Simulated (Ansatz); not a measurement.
Start from Be₃As₂ (space group P-3m1, No. 164; a hypothetical phase, not in the database extracts checked).

```xyz
5
Lattice="3.5989 0.0000 0.0000 -1.7995 3.1167 0.0000 0.0000 0.0000 5.9602" Properties=species:S:1:pos:R:3 pbc="T T T"
As     0.0000     2.0778     1.3769
As     1.7995     1.0389     4.5832
Be     0.0000     0.0000     0.0000
Be     0.0000     2.0778     3.6296
Be     1.7995     1.0389     2.3306
```

Cartesian axes are those of the cell as printed.

The values are results of PBEsol, PAW, 420 eV (Ansatz, a first-principles code; no SOC), not measurements.

Strains are applied to the cell and any free atomic positions relax; under biaxial strain the out-of-plane vector relaxes too.

One change was made to it. Results:

```csv
quantity,base,after
"pressure (mean of the normal stresses, compression positive)",0.0 GPa,3.6 GPa
shortest interatomic distance,4.257 bohr,4.181 bohr
```

Q: Which of these changes matches the shifts?
A. biaxial strain +3.37 %, plane normal [001], relaxed out of plane
B. biaxial strain −1.44 %, plane normal [001], relaxed out of plane
C. biaxial strain +0.97 %, plane normal [001], relaxed out of plane
D. uniaxial strain ε_zz = −3.23 %

A: D, uniaxial strain ε_zz = −3.23 %. For comparison, the pressure in the other runs: biaxial strain +0.97 %, plane normal [001], relaxed out of plane gives -1.4 GPa; biaxial strain +3.37 %, plane normal [001], relaxed out of plane gives -4.4 GPa; biaxial strain −1.44 %, plane normal [001], relaxed out of plane gives 2.3 GPa.

Without a gap, meshes like the base's 15×15×8 leave anisotropic stresses uncertain by several tenths of a GPa, and small strain energies with them. Whether these cells are dynamically stable was not tested. All final runs are without spin polarisation.
